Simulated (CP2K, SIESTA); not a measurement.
A SIESTA input for a self-consistent single point of ZnS (P6_3mc, 4 atoms in the cell) (DFT, LDA PW92, numerical atomic orbitals TZP, PseudoDojo LDA standard norm-conserving potentials (rewritten from UPF to PSML)):

```
# files in the folder: Zn.psml S.psml (PseudoDojo LDA standard)
SystemName  ZnS
SystemLabel zns

NumberOfAtoms                4
NumberOfSpecies              2
%block ChemicalSpeciesLabel
  1 30 Zn
  2 16 S
%endblock ChemicalSpeciesLabel
LatticeConstant              3.805800 Ang
%block LatticeVectors
     1.000000000    0.000000000    0.000000000
    -0.500000000    0.866025277    0.000000000
     0.000000000    0.000000000    1.639071943
%endblock LatticeVectors
AtomicCoordinatesFormat      Bohr
%block AtomicCoordinatesAndAtomicSpecies
    -0.000003596    4.152258235    0.001650330  1
     3.595963439    2.076126004    5.895687216  1
    -0.000003596    4.152258235    4.418877334  2
     3.595963439    2.076126004   10.312914219  2
%endblock AtomicCoordinatesAndAtomicSpecies

XC.functional                LDA
XC.authors                   PW92
PAO.BasisSize                TZP
PAO.EnergyShift              0.01 Ry
MeshCutoff                   300 Ry
%block kgrid.MonkhorstPack
    8   0   0  0.0
    0   8   0  0.0
    0   0   5  0.0
%endblock kgrid.MonkhorstPack
OccupationFunction           FD
ElectronicTemperature        0.05 eV

MaxSCFIterations             150
SCF.Mixer.Method             Broyden
SCF.Mixer.Weight             0.1
SCF.Mixer.History            8
SCF.DM.Tolerance             1.0E-04
Diag.ParallelOverK           true
WriteForces                  true
```

Problem. Give the CP2K input for the same structure, mesh, smearing and functional.

Solution. One input that does it (others would too):

```
&GLOBAL
  PROJECT bulk
  RUN_TYPE ENERGY_FORCE
  PRINT_LEVEL LOW
&END GLOBAL
&FORCE_EVAL
  METHOD Quickstep
  STRESS_TENSOR ANALYTICAL
  &DFT
    BASIS_SET_FILE_NAME BASIS_MOLOPT_UZH
    POTENTIAL_FILE_NAME POTENTIAL_UZH
    &QS
      METHOD GPW
      EPS_DEFAULT 1E-11
    &END QS
    &MGRID
      CUTOFF 600
      REL_CUTOFF 50
      NGRIDS 5
    &END MGRID
    &SCF
      SCF_GUESS ATOMIC
      EPS_SCF 1E-6
      MAX_SCF 100
      ADDED_MOS 7
      &DIAGONALIZATION
        ALGORITHM STANDARD
      &END DIAGONALIZATION
      &MIXING
        METHOD BROYDEN_MIXING
        ALPHA 0.4
        NBUFFER 12
      &END MIXING
      &SMEAR ON
        METHOD FERMI_DIRAC
        ELECTRONIC_TEMPERATURE [K] 580.23
      &END SMEAR
    &END SCF
    &KPOINTS
      SCHEME MONKHORST-PACK 8 8 5
      GAMMA_CENTERED T
    &END KPOINTS
    &XC
      &XC_FUNCTIONAL PADE
      &END XC_FUNCTIONAL
    &END XC
    &PRINT
      &MO
        EIGENVALUES T
        OCCUPATION_NUMBERS T
        NDIGITS 8
        FILENAME mo
        &EACH
          QS_SCF 0
        &END EACH
        ADD_LAST NUMERIC
      &END MO
      &MULLIKEN OFF
      &END MULLIKEN
    &END PRINT
  &END DFT
  &SUBSYS
    &CELL
      A 3.80580000 0.00000000 0.00000000
      B -1.90290000 3.29591900 0.00000000
      C 0.00000000 0.00000000 6.23798000
      PERIODIC XYZ
    &END CELL
    &COORD
      SCALED
      Zn       0.33333300     0.66666700     0.00014000
      Zn       0.66666700     0.33333300     0.50014000
      S        0.33333300     0.66666700     0.37486000
      S        0.66666700     0.33333300     0.87486000
    &END COORD
    &KIND Zn
      BASIS_SET DZVP-MOLOPT-PBE-GTH-q12
      POTENTIAL GTH-PBE-q12
    &END KIND
    &KIND S
      BASIS_SET DZVP-MOLOPT-PBE-GTH-q6
      POTENTIAL GTH-PBE-q6
    &END KIND
  &END SUBSYS
  &PRINT
    &FORCES ON
    &END FORCES
    &STRESS_TENSOR ON
    &END STRESS_TENSOR
  &END PRINT
&END FORCE_EVAL
```

Basis settings and potentials, where a program has them, do not carry over. This input uses DFT LDA (Pade form), GPW, DZVP-MOLOPT-PBE-GTH basis, GTH-PBE potentials (POTENTIAL_UZH). LDA parametrisations can differ slightly between programs.

The starting cell comes from a database of computed structures (which also holds hypothetical and non-ambient phases and stackings), without a prior relaxation at this level.
